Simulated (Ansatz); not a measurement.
What uniaxial strain ε_zz = +0.75 % does to Al2O3

Start from Al2O3 in the corundum structure (space group R-3c, No. 167; a = 4.774 Å, c = 13.015 Å (hexagonal axes)). Axes: x lies along a and z along c of the hexagonal cell.

One thing is altered: the cell is stretched by 0.75 % along z with no lateral relaxation; the atoms relax in the strained cell.

The values are results of Ansatz (a first-principles code) PBEsol, spin-orbit coupling left out, not measurements. Settings: 8×8×8 k-points, 0.05 eV Fermi–Dirac smearing.

The volume per atom goes up by 0.064 Å³, from 8.56 Å³ to 8.63 Å³ and the energy rises by 0.7 meV/atom. The pressure (mean of the normal stresses, compression positive) goes from zero to -1.71 GPa and the band gap decreases by 0.07 eV (6.03 eV → 5.96 eV). The smallest direct gap falls by 0.07 eV to 5.96 eV and the width of the top valence band hardly moves (0.63 eV against 0.61 eV). The electron mass changes from 0.40 mₑ along c, 0.37 mₑ across (at Γ) to 0.37 mₑ along x, 0.37 mₑ along y, 0.39 mₑ along z (at Γ) and the stress (xx, yy, zz, yz, xz, xy; compression positive) comes out as (-0.85, -0.85, -3.45, 0.00, 0.00, 0.00) GPa.

Final structure:

```yaml
crystal:
  lattice:
    - [2.38689, 1.37807, 4.37076]
    - [-2.38689, 1.37807, 4.37076]
    - [0.00000, -2.75614, 4.37076]
  atoms:
    - { symbol: Al, position: [0.64815, 0.64815, 0.64815] }
    - { symbol: Al, position: [0.14815, 0.14815, 0.14815] }
    - { symbol: Al, position: [0.35185, 0.35185, 0.35185] }
    - { symbol: Al, position: [0.85185, 0.85185, 0.85185] }
    - { symbol: O, position: [0.75000, 0.44401, 0.05599] }
    - { symbol: O, position: [0.05599, 0.75000, 0.44401] }
    - { symbol: O, position: [0.25000, 0.55599, 0.94401] }
    - { symbol: O, position: [0.55599, 0.94401, 0.25000] }
    - { symbol: O, position: [0.94401, 0.25000, 0.55599] }
    - { symbol: O, position: [0.44401, 0.05599, 0.75000] }
```

Effective masses come from finite differences of ±0.01 Å⁻¹. No phonon test of stability was made.
